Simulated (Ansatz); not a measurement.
Consider Al-vacancy pair (Al on one host Zr site, one Zr site vacant) in rock-salt ZrN, neutral cell. Computed with PBE, PAW (plane waves to 420 eV; Ansatz, an electronic-structure program).

Cell of 64 host sites held at the relaxed PBE lattice; a 2×2×2 k-point mesh shifted by half a step; Fermi-Dirac width 0.10 eV, spin-restricted; finite-size errors left in. Energies are static. Forms of the defect that were not tried may lie lower.

Barriers: single points on a 3×3×3 k-point mesh shifted by half a step at the bands' geometries (they differ from the bands' own by up to 0.23 eV, and are uncertain by about as much).

Relaxed starting cell (atoms counted from 1):

```xyz
63
Lattice="9.1894 0.0000 0.0000 0.0000 9.1894 0.0000 0.0000 0.0000 9.1894" Properties=species:S:1:pos:R:3 pbc="T T T"
Al    -0.0014     0.1779     0.1776
Zr    -0.0015     0.0631     4.5271
Zr    -0.0016     4.5264     0.0648
Zr    -0.0027     4.5546     4.5542
Zr     4.5921     0.0084     0.0096
Zr     4.5906     0.0008     4.5855
Zr     4.5907     4.5864     0.0002
Zr     4.5923     4.5937     4.5949
N      2.1312     0.0006     0.0007
N      2.2873     0.0039     4.5926
N      2.2868     4.5922     0.0045
N      2.2924     4.5949     4.5953
N      7.0532     0.0005     0.0007
N      6.8969     0.0035     4.5927
N      6.8972     4.5925     0.0042
N      6.8919     4.5949     4.5952
Zr    -0.0036     2.2883     6.9081
Zr    -0.0042     6.9075     2.2900
Zr    -0.0023     6.9014     6.9013
Zr     4.5928     2.2784     2.2789
Zr     4.5935     2.2766     6.9078
Zr     4.5937     6.9081     2.2761
Zr     4.5915     6.9096     6.9106
N      2.3617     2.3096     2.3100
N      2.2883     2.2997     6.8815
N      2.2886     6.8813     2.3003
N      2.2841     6.8872     6.8874
N      6.8233     2.3100     2.3098
N      6.8962     2.2993     6.8814
N      6.8959     6.8812     2.3000
N      6.8999     6.8872     6.8874
Zr     2.2533     0.0436     2.2914
Zr     2.2662     0.0005     6.8970
Zr     2.2318     4.5432     2.2929
Zr     2.2728     4.5896     6.9025
Zr     6.9305     0.0434     2.2899
Zr     6.9179     0.0019     6.8987
Zr     6.9524     4.5435     2.2939
Zr     6.9114     4.5880     6.9010
N     -0.0021    -0.0601     2.1718
N     -0.0026     0.0036     6.9510
N     -0.0022     4.6483     2.2823
N     -0.0027     4.5767     6.9145
N      4.5918     0.0129     2.2896
N      4.5920     0.0164     6.8994
N      4.5921     4.5845     2.2956
N      4.5920     4.5759     6.8933
Zr     2.2543     2.2910     0.0442
Zr     2.2327     2.2926     4.5435
Zr     2.2666     6.8969     0.0014
Zr     2.2725     6.9019     4.5896
Zr     6.9294     2.2896     0.0432
Zr     6.9512     2.2936     4.5444
Zr     6.9173     6.8985     0.0022
Zr     6.9118     6.9003     4.5886
N     -0.0019     2.1726    -0.0603
N     -0.0019     2.2817     4.6501
N     -0.0027     6.9496     0.0038
N     -0.0027     6.9133     4.5777
N      4.5918     2.2894     0.0133
N      4.5919     2.2953     4.5848
N      4.5920     6.8991     0.0168
N      4.5921     6.8931     4.5762
```

End state 1 differs by these moves (Å; atoms that move under 0.08 Å are left out):

```json
[
 {"atom": "1", "element": "Al", "Δx": "0.00", "Δy": "1.94", "Δz": "1.94"},
 {"atom": "9", "element": "N", "Δx": "0.23", "Δy": "-0.02", "Δz": "-0.02"},
 {"atom": "13", "element": "N", "Δx": "-0.23", "Δy": "-0.02", "Δz": "-0.02"},
 {"atom": "24", "element": "N", "Δx": "-0.23", "Δy": "-0.02", "Δz": "-0.02"},
 {"atom": "28", "element": "N", "Δx": "0.23", "Δy": "-0.02", "Δz": "-0.02"},
 {"atom": "40", "element": "N", "Δx": "0.00", "Δy": "0.18", "Δz": "0.18"},
 {"atom": "41", "element": "N", "Δx": "0.00", "Δy": "0.01", "Δz": "-0.12"},
 {"atom": "42", "element": "N", "Δx": "0.00", "Δy": "-0.12", "Δz": "0.01"},
 {"atom": "56", "element": "N", "Δx": "0.00", "Δy": "0.18", "Δz": "0.18"},
 {"atom": "57", "element": "N", "Δx": "0.00", "Δy": "0.01", "Δz": "-0.12"},
 {"atom": "58", "element": "N", "Δx": "0.00", "Δy": "-0.12", "Δz": "0.01"}
]
```

Problem. Estimate the forward and backward barriers to end state 1 that PBE, PAW returns for this input.

Solution. forward 1.44 eV, backward 1.44 eV; at the saddle point atom 1 has neighbours 2 N at 1.80, 2 N at 2.22 Å. The saddle point's order was not checked, and it lies on a symmetry element of the cell, where a band can be held.
